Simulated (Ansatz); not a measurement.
For InSb (model structure, within 0.1 Å of Fm-3m, No. 225, 8 atoms in the cell), PBEsol in Ansatz (plane waves, PAW) gives:

```
Quantity               Result
---------------  ------------
bulk modulus         56.5 GPa
cohesive energy  2.91 eV/atom
```

Task: What does r²SCAN (Ansatz, an electronic-structure program, PAW) give for the same quantities?

Result: 
- bulk modulus: 55.0 GPa (drops by 2.7 %)
- cohesive energy: 2.53 eV/atom (decreases by 0.38 eV/atom)

Changes are worked out from the printed values.

Unless a cell is named, each level is at its own relaxed cell (PBEsol 27.47, r²SCAN 28.21 Å³/atom).

Levels without +SOC leave out spin–orbit coupling, which shifts energies and cells of such heavy elements.

Caveats: the bulk modulus is −V dP/dV from two relaxed cells at ±2 % in volume (PBEsol, r²SCAN). Ansatz's density-functional and Hartree–Fock values are scalar-relativistic unless marked +SOC, with PAW data made under PBE.

A model structure was made by putting elements into a prototype or built by hand; it is no filed structure, need not be a known phase, and can be a saddle point held by its symmetry.
